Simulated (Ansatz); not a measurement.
## Effective masses and thermopower of ZnS (R3m)

Consider the following.

```
CELL_PARAMETERS angstrom
      0.01787     2.70796     2.70796
      2.70796     0.01787     2.70796
      2.70796     2.70796     0.01787
ATOMIC_POSITIONS crystal
  Zn 0.00057 0.00057 0.00057
  S  0.24943 0.24943 0.24943
```

Calculation: r2SCAN with spin-orbit coupling, rigid bands (plane waves, PAW; Ansatz, a program for electronic structure). Condition of this run: uniaxial stress along [111] of -1 GPa (compression positive) (the target of the relaxation). Cell: cell and atoms relaxed with r2SCAN, then loaded as said.

| Item | Result |
|---|---|
| band gap | 2.64 eV |
| electron conductivity mass (300 K, dilute) | 0.20 mₑ |
| hole conductivity mass (300 K, dilute) | 0.84 mₑ |
| effective density of states N_c (300 K) | 2.3e18 cm⁻³ |
| effective density of states N_v (300 K) | 3.5e19 cm⁻³ |
| density-of-states mass, electrons | 0.20 mₑ |
| density-of-states mass, holes | 1.26 mₑ |
| Seebeck coefficient, n-type 1e19 cm⁻³, 300 K | -116 μV/K |
| Seebeck coefficient, p-type 1e19 cm⁻³, 300 K | 373 μV/K |
| best p-type power factor at 300 K for τ = 10 fs (best axis; densities from 1e16 to 1e21 cm⁻³ tried, whether or not they can be reached) | 16.1 μW/(cm·K²) at 3e20 cm⁻³ |

Rigid bands; masses and Seebeck coefficients take one relaxation time τ for all states and one kind of carrier; polarons and phonon drag are left out.
